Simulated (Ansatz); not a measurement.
## TiN: uniaxial strain ε_yy = +0.33 %

The reference is TiN in the rock salt structure (space group Fm-3m, No. 225; a = 4.234 Å; relaxed with 0.1 eV smearing). Axes: x, y, z lie along the cube axes.

It is then changed as follows: uniaxial strain ε_yy = +0.33 %, all other strain components held at zero; the atoms relax in the strained cell.

Method: r2SCAN (Ansatz, a first-principles code; PAW; 500 eV plane waves; no SOC), earlier PAW set. Settings: 23×23×23 k-points, 0.1 eV Fermi–Dirac smearing.

The volume per atom rises by 0.03 Å³ (9.49 Å³ → 9.52 Å³) and the space group goes from Fm-3m (No. 225) to I4/mmm (No. 139). The shortest interatomic distance remains 2.117 Å and the energy hardly moves. The pressure (mean of the normal stresses, compression positive) goes from zero to -1.0 GPa and the band gap stays zero. The stress (xx, yy, zz, yz, xz, xy; compression positive) comes out as (-0.4, -2.0, -0.4, 0.0, 0.0, 0.0) GPa.

Final structure:

```yaml
crystal:
  lattice:
    - [0.00000, 2.12395, 2.11696]
    - [2.11696, 0.00000, 2.11696]
    - [2.11696, 2.12395, 0.00000]
  atoms:
    - { symbol: N, position: [0.00000, 0.00000, 0.00000] }
    - { symbol: Ti, position: [0.50000, 0.50000, 0.50000] }
```

Cost of the whole job for the changed cell (relaxation, final SCF and bands): very roughly 40 core-seconds.

No phonon test of stability was made. All final runs are without spin polarisation. An odd electron count without spin: TiN.
